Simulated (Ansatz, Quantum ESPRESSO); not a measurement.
## One structure in several programs: CdH₂O₂ (P-3m1, 5 atoms in the cell)

Self-consistent single point.

```
Cd(HO)2
1.0
    3.48248     0.00000     0.00000
   -1.74124     3.01592     0.00000
    0.00000     0.00000     4.59934
Cd H O
1 2 2
Direct
  0.00000   0.00000   0.00000
  0.66667   0.33333   0.55096
  0.33333   0.66667   0.44904
  0.66667   0.33333   0.75937
  0.33333   0.66667   0.24063
```

Shared settings, as Ansatz (an electronic-structure program) writes them: kpoints.mp_grid.grid = 9 9 6; scf.occupations.method = fixed. Potentials and cutoffs stand in the table.

```json
[
 {"code": "Quantum ESPRESSO", "model": "LDA (PZ), GBRV 1.5 ultrasoft (LDA) pseudopotentials", "pressure (GPa)": "0.95", "largest force (eV/Å)": "1.772", "gap on the mesh (eV)": "1.626", "cutoff": "40 Ry"},
 {"code": "Ansatz", "model": "LDA (PW92), PAW files made with PBE", "pressure (GPa)": "-1.52", "largest force (eV/Å)": "1.179", "gap on the mesh (eV)": "1.646", "cutoff": "default"}
]
```

Size of the force on each atom (eV/Å): Sizes of forces hide their directions.

```tsv
code	Cd1	H2	H3	O4	O5
Quantum ESPRESSO	0.000	1.704	1.704	1.772	1.772
Ansatz	0.000	1.046	1.046	1.179	1.179
```

Gaps are read on the mesh.

The spread over the programs that give each value: pressure within 2.47 GPa; largest force within 0.593 eV/Å; gap on the mesh within 0.020 eV.

Ansatz's pressure is given at a fixed set of plane waves, as the other plane-wave codes print theirs; with its correction for the finite basis it is -0.97 GPa (the shift of 0.55 GPa shows how far the cutoff is from converged). The same LDA comes in different parametrisations, which differ slightly.

The starting cell comes from a database of computed structures (which also holds hypothetical and non-ambient phases and stackings), without a prior relaxation at this level. Its lattice was rescaled by a random factor within 2.5 % of one.

Keys are those of Ansatz 0.2.
